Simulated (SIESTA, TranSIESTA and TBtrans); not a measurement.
Device: Fe chain with one Ge atom in place of Fe. Leads: straight Fe chain, spacing 2.25 Å. Geometry: 3 atoms about the centre moved by SIESTA (PBE, DZP) to a largest force of 0.03 eV/Å, all others as built, motion along the axis alone. Transport runs along z; the first 6 and the last 6 of the 21 atoms are the lead cells, repeated to infinity.

```xyz
21
Lattice="9.000 0.000 0.000 0.000 9.000 0.000 0.000 0.000 47.400" Properties=species:S:1:pos:R:3 pbc="F F T"
Fe     4.500     4.500     0.000
Fe     4.500     4.500     2.250
Fe     4.500     4.500     4.500
Fe     4.500     4.500     6.750
Fe     4.500     4.500     9.000
Fe     4.500     4.500    11.250
Fe     4.500     4.500    13.500
Fe     4.500     4.500    15.750
Fe     4.500     4.500    18.000
Fe     4.500     4.500    20.179
Ge     4.500     4.500    22.575
Fe     4.500     4.500    24.971
Fe     4.500     4.500    27.150
Fe     4.500     4.500    29.400
Fe     4.500     4.500    31.650
Fe     4.500     4.500    33.900
Fe     4.500     4.500    36.150
Fe     4.500     4.500    38.400
Fe     4.500     4.500    40.650
Fe     4.500     4.500    42.900
Fe     4.500     4.500    45.150
```
Starting moments (μB): atom 7 +3.2, atom 8 +3.2, atom 9 +3.2, atom 10 +3.2, atom 12 +3.2, atom 13 +3.2, atom 14 +3.2, atom 15 +3.2; lead atoms +3.2 (left) and +3.2 (right).

Run with TranSIESTA and TBtrans (open boundaries, self-consistent; PseudoDojo norm-conserving potentials, scalar-relativistic): Spin polarized, PAO.BasisSize DZP, PAO.EnergyShift 0.15 eV, XC.Authors PBE, Mesh.Cutoff 200 Ry, ElectronicTemperature 300 K, TS.Voltage 0.0 eV, TBT.Elecs.Eta 0.001 eV.

Energies count from the leads' Fermi level. Transmissions are for each spin. The energy step is 0.01 eV; narrower resonances are cut or missed.

| E (eV) | T up | T down |
|---|---|---|
| -0.20 | 0.878 | 2.00 |
| -0.15 | 0.873 | 1.88 |
| -0.10 | 0.868 | 1.79 |
| -0.05 | 0.863 | 1.71 |
| 0.00 | 0.858 | 1.65 |
| 0.05 | 0.852 | 1.61 |
| 0.10 | 0.846 | 1.58 |
| 0.15 | 0.840 | 1.56 |
| 0.20 | 0.833 | 1.54 |

Task: Give the zero-bias conductance in μS and the resistance at 300 K.

Result: At the Fermi level the mean of both spins is (0.858 + 1.65)/2 = 1.25. Averaged with −∂f/∂E over the full grid (kT = 25.9 meV) it is 1.26. With G0 = 2e²/h = 77.48 μS, G = 97.6 μS and R = 1/G = 10.2 kΩ.

Task: The eigenchannels at the Fermi level (both spins) transmit 0.858, 0.598, 0.528, 0.528. What Fano factor of the shot noise follows at low temperature and bias?

Result: F = Σ τ(1 − τ)/Σ τ = 0.861/2.51 = 0.34.

The magnetic order of the leads was set by the start, and no other order was tried; the separate lead runs end at 3.39 (left) and 3.39 (right) μB an atom. The straight chain is held at its spacing; free chains may zigzag or dimerise.
